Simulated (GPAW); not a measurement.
Band structure of OsRu3 (P6_3/mmc, 8 atoms in the cell).

```yaml
crystal:
  lattice:
    - [5.43042, 0.00000, 0.00000]
    - [-2.71521, 4.70288, 0.00000]
    - [0.00000, 0.00000, 4.29098]
  atoms:
    - { symbol: Ru, position: [0.83256, 0.16744, 0.75000] }
    - { symbol: Ru, position: [0.16744, 0.83256, 0.25000] }
    - { symbol: Ru, position: [0.66512, 0.83256, 0.25000] }
    - { symbol: Ru, position: [0.33488, 0.16744, 0.75000] }
    - { symbol: Ru, position: [0.83256, 0.66512, 0.75000] }
    - { symbol: Ru, position: [0.16744, 0.33488, 0.25000] }
    - { symbol: Os, position: [0.66667, 0.33333, 0.25000] }
    - { symbol: Os, position: [0.33333, 0.66667, 0.75000] }
```

Method of the run: PBEsol, GPAW PAW datasets PBEsol (made by gpaw-setup) (plane waves; GPAW).

Settings: mode = pw; ecut = 600 eV; xc = PBEsol; kpts = 4 4 5; mesh shift (steps) = 0 0 0; occupations.name = fermi-dirac; occupations.width = 0.136 eV; nbands = -12; symmetry.symmorphic = false; symmetry.tolerance = 0.0005; maxiter = 120; bandpath_npoints = 40.

The starting cell comes from a database of computed structures (which also holds hypothetical and non-ambient phases and stackings), without a prior relaxation at this level. Spin-orbit coupling is off. Spin polarisation is off.

Levels in eV from the Fermi level, bands 59 to 66:
```tsv
point	59	60	61	62	63	64	65	66
Γ	-1.38	-1.38	1.01	1.36	1.36	1.39	1.74	1.74
M	-0.88	-0.81	-0.66	-0.55	-0.31	-0.21	0.11	0.29
K	-0.89	-0.89	-0.87	-0.05	-0.05	0.04	0.78	0.81
A	0.32	0.32	0.52	0.52	0.69	0.69	0.69	0.69
L	-1.43	-1.43	-1.36	-1.36	0.56	0.56	0.75	0.75
H	-1.40	-1.40	-1.16	-1.16	1.05	1.05	1.22	1.22
```

Bands cross the Fermi level along this path, so the cell is metallic at this level.
